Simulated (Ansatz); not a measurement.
# Effect of strain tensor (xx, yy, zz, yz, xz, xy) = (+1.10, +0.61, −0.06, −0.62, +0.75, −0.06) % on Y

The reference is Y (space group R-3m, No. 166; a = 3.560 Å, c = 25.493 Å (hexagonal axes); a cell from a computed database, its experimental status unchecked; relaxed with 0.1 eV smearing). Axes: x lies along a and z along c of the hexagonal cell.

One thing is altered: strain tensor (xx, yy, zz, yz, xz, xy) = (+1.10, +0.61, −0.06, −0.62, +0.75, −0.06) %, atoms relaxed at fixed cell.

Calculations: Kohn–Sham DFT with the PBEsol functional, run in Ansatz (a quantum-chemistry and plane-wave program) with PAW and 420 eV plane waves, no spin-orbit coupling. Γ-centred 19×19×19 mesh, Fermi–Dirac width 0.1 eV.

| quantity | base | changed | shift |
|---|---|---|---|
| volume per atom | 31.08 Å³ | 31.59 Å³ | +0.51 Å³ |
| space group | R-3m (No. 166) | P-1 (No. 2) | – |
| energy relative to the base (free energy F) | 0 meV/atom | +2.2 meV/atom | +2.2 meV/atom |
| pressure (mean of the normal stresses, compression positive) | 0.0 GPa | -0.6 GPa | -0.6 GPa |
| band gap | zero | zero | – |
| stress (xx, yy, zz, yz, xz, xy; compression positive) | – | (-0.9, -0.8, -0.3, 0.3, -0.4, 0.0) GPa | – |

Cost of the whole job for the changed cell (relaxation, final SCF and bands): very roughly 17 core-minutes.

Whether these cells are dynamically stable was not tested. The final runs are not spin-polarised. Y has a high density of states at the Fermi level and may be magnetic at this level. This is not the structure that Y has at room temperature and ambient pressure.
